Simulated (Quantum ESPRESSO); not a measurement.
## Habitual settings against a tight run: W (Im-3m, 1 atom in the cell)

Self-consistent single point.

```xyz
1
Lattice="-1.6010 1.6010 1.6010 1.6010 -1.6010 1.6010 1.6010 1.6010 -1.6010" Properties=species:S:1:pos:R:3 pbc="T T T"
W      0.0000     0.0000     0.0000
```

Level of theory: PBE, SSSP 1.1.2 efficiency (PBE) pseudopotentials (plane waves; Quantum ESPRESSO).

Base settings: ecutwfc = 40 Ry; ecutrho = 320 Ry; occupations = smearing; smearing = fermi-dirac; degauss = 0.0073499 Ry; potentials = {W: W_pbe_v1.2.uspp.F.UPF}; K_POINTS = automatic 12 12 12 0 0 0; conv_thr = 1e-11 Ry; mixing_beta = 0.4.

Tight run (finer mesh or higher cutoff; not a proven limit): ecutwfc: 40 Ry → 56 Ry; ecutrho: 320 Ry → 448 Ry; conv_thr: 1e-11 Ry → 7.3e-11 Ry; K_POINTS: automatic 12 12 12 0 0 0 → automatic 17 17 17 0 0 0. It gave Fermi level (on the code's own zero) 21.82 eV; pressure -4.84 GPa.

Quick runs, as changes from the base:
- A: the base itself
- B: ecutwfc: 40 Ry → 24 Ry; ecutrho: 320 Ry → 192 Ry; degauss: 0.0073499 Ry → 0.036749 Ry; K_POINTS: automatic 12 12 12 0 0 0 → automatic 3 3 3 0 0 0
- C: ecutwfc: 40 Ry → 20 Ry; ecutrho: 320 Ry → 160 Ry; K_POINTS: automatic 12 12 12 0 0 0 → automatic 8 8 8 0 0 0
- D: ecutwfc: 40 Ry → 32 Ry; ecutrho: 320 Ry → 256 Ry; smearing: fermi-dirac → methfessel-paxton; degauss: 0.0073499 Ry → 0.0147 Ry; pseudopotentials: {W: W_pbe_v1.2.uspp.F.UPF} → {W: w_lda_v1.2.uspp.F.UPF}; K_POINTS: automatic 12 12 12 0 0 0 → automatic 2 2 2 0 0 0 [LDA (PZ)]
- E: ecutwfc: 40 Ry → 20 Ry; ecutrho: 320 Ry → 160 Ry; degauss: 0.0073499 Ry → 0.036749 Ry; K_POINTS: automatic 12 12 12 0 0 0 → automatic 4 4 4 0 0 0
- F: ecutwfc: 40 Ry → 28 Ry; ecutrho: 320 Ry → 224 Ry; conv_thr: 1e-11 Ry → 7.3e-05 Ry; K_POINTS: automatic 12 12 12 0 0 0 → automatic 4 4 4 0 0 0

Energies are extrapolated to zero smearing width, which holds to low order in the width alone (under cold and Methfessel-Paxton smearing the free energy itself is taken).

Dashes: energy of D, another energy zero; pressure of F, not trusted under this conv_thr with d or f elements.

† marks runs with another functional, U, potentials or spin treatment: their distance from the tight run is not a convergence error alone.

The count of work is k-points × plane waves × bands × iterations; it is no time. 

The starting cell comes from a database of computed structures (which also holds hypothetical and non-ambient phases and stackings), without a prior relaxation at this level. Its lattice was rescaled by a random factor within 2.5 % of one. Spin polarisation is off. In the base run, with a pressure of about -8 GPa the cell is away from its equilibrium volume at this level.

```tsv
run	energy less tight (meV/atom)	pressure less tight (GPa)	count of work / tight
A	74.4	-3.41	0.20
B	627.1	-2.69	0.0057
C	1465.6	-83.41	0.030
D†	–	-5.20	0.0064
E	1597.5	-76.77	0.0082
F	367.7	–	0.0058
```

Among the runs at the tight run's level, the energy misses run from 74.4 to 1597.5 meV/atom.
